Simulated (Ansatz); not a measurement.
Start from ZnS in the wurtzite structure (space group P6_3mc, No. 186; a = 3.8453 Å, c = 6.3052 Å). Axes: x lies along a and z along c of the hexagonal cell.

The values are results of DFT with PBE, PAW potentials and a 420 eV plane-wave cutoff in Ansatz (an electronic-structure program), no spin-orbit coupling, not measurements.

Strains are applied to the cell and any free atomic positions relax.

One change was made to it. Results:

| quantity | base | after |
|---|---|---|
| shortest interatomic distance | 2.357 Å | 2.360 Å |
| electron mass | 0.16 mₑ along c, 0.18 mₑ across (at Γ) | 0.15 mₑ along z, 0.18 mₑ across (at Γ) |
| energy relative to the base (free energy F) | 0 meV/atom | +0.3 meV/atom |
| valence-band top at Γ (three highest levels, from the VBM) | 0.00, 0.00, -0.07 eV | 0.00, 0.00, -0.10 eV |

Which of these changes matches the shifts?
A) uniaxial strain ε_zz = +1.80 %
B) uniaxial strain ε_zz = +3.00 %
C) uniaxial strain ε_zz = +2.40 %
D) uniaxial strain ε_zz = +0.60 %

D, uniaxial strain ε_zz = +0.60 %. For comparison, the energy relative to the base in the other runs: uniaxial strain ε_zz = +1.80 % gives +2.7 meV/atom; uniaxial strain ε_zz = +3.00 % gives +7.4 meV/atom; uniaxial strain ε_zz = +2.40 % gives +4.7 meV/atom.

The levels and masses belong to the bands next to the band gap. Masses are band curvatures over ±0.01 Å⁻¹ around the edge. Stability against distortions was not tested.
